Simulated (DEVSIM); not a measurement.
Device: Si p+/n-/n+ power diode, at 250 K.

```tsv
layer (left to right)	material	thickness (μm)	Nd (cm⁻³)	Na (cm⁻³)	τn (s)	τp (s)
1	Si	2.10	-	1.8e18	1.3e-5	1.3e-5
2	Si	14.0	1.6e15	-	1.3e-5	1.3e-5
3	Si	1.20	1.4e18	-	1.3e-5	1.3e-5
```

Left contact: ohmic. Right contact: ohmic. Voltage is applied to the left contact. Recombination: SRH at mid-gap. Mobility is μmin + (μ − μmin)/(1 + (N/Nref)^α).

Constants are typed, rounded textbook-type inputs, not results; the design itself was drawn at random and stands for no fabricated device. Values at 300 K; Nc and Nv go as T^1.5, mobilities as T to minus their exponent, the gap by Varshni's rule with the affinity fixed. The table also holds parameters that only a changed run uses.

```csv
parameter,Si
gap (eV),1.124
affinity (eV),4.05
permittivity,11.7
Nc (cm⁻³),2.86e19
Nv (cm⁻³),3.1e19
μn (cm²/Vs),1417
μp (cm²/Vs),470
"μn,min",52
"μp,min",45
"Nref,n",9.7e16
"Nref,p",2.2e17
αn,0.68
αp,0.72
T exponent of μn,2.3
T exponent of μp,2.2
Cn (cm⁶/s),2.8e-31
Cp (cm⁶/s),9.9e-32
Varshni α (eV/K),0.000473
Varshni β (K),636
```

Model (solved in DEVSIM): 1D drift-diffusion, Boltzmann statistics, complete ionisation; no tunnelling, impact ionisation, image-force lowering or self-heating.

Base results: dark forward voltage at 100 A/cm² (V) 0.916; potential step across the device at zero bias (V) 1.022; dark forward voltage at 1 A/cm² (V) 0.810.

**Question.** What follows from this one change: doping Na of layer 1 1.8e+18 → 1.8e+17 cm^-3?

**Answer.** dark forward voltage at 100 A/cm² 0.916 → 0.868 V; potential step across the device at zero bias 1.022 → 0.972 V; dark forward voltage at 1 A/cm² 0.810 → 0.758 V.

**Question.** What follows from this one change: constant mobility in place of the doping-dependent one?

**Answer.** dark forward voltage at 100 A/cm² 0.916 → 0.883 V; potential step across the device at zero bias little changed (1.022 V); dark forward voltage at 1 A/cm² 0.810 → 0.776 V.
